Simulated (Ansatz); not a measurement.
Consider ZnS in the wurtzite structure (space group P6_3mc, No. 186; a = 3.845 Å, c = 6.306 Å).

Structures relaxed with Ansatz (a program for electronic structure) PBE, no SOC, earlier PAW set.

Base:

Simulated powder pattern, Cu Kα, λ = 1.54184 Å (kinematic, ideal powder, no thermal factors, no anomalous dispersion; the 8 strongest lines at most, above 2 %, up to 2θ = 90°):

```tsv
2θ (°)	I/Imax (%)	hkl
26.77	91	(100)
28.31	58	(002)
30.35	100	(101)
39.35	35	(102)
47.28	71	(110)
51.41	72	(103)
56.02	48	(112)
72.41	24	(203)
```

Perturbation: the cell is scaled by 1.0588 in all directions, atoms relaxed at fixed cell.

After the change:

Simulated powder pattern, Cu Kα, λ = 1.54184 Å (kinematic, ideal powder, no thermal factors, no anomalous dispersion; the 8 strongest lines at most, above 2 %, up to 2θ = 90°):

| 2θ (°) | I/Imax (%) | hkl |
|---|---|---|
| 25.26 | 92 | (100) |
| 26.70 | 60 | (002) |
| 28.63 | 100 | (101) |
| 37.09 | 37 | (102) |
| 44.51 | 74 | (110) |
| 48.36 | 75 | (103) |
| 52.66 | 51 | (112) |
| 84.80 | 27 | (213) |

The indices refer to the base's conventional cell; one index is shown for lines that coincide.

The cells carry an imposed strain or load. Stability against distortions was not tested.
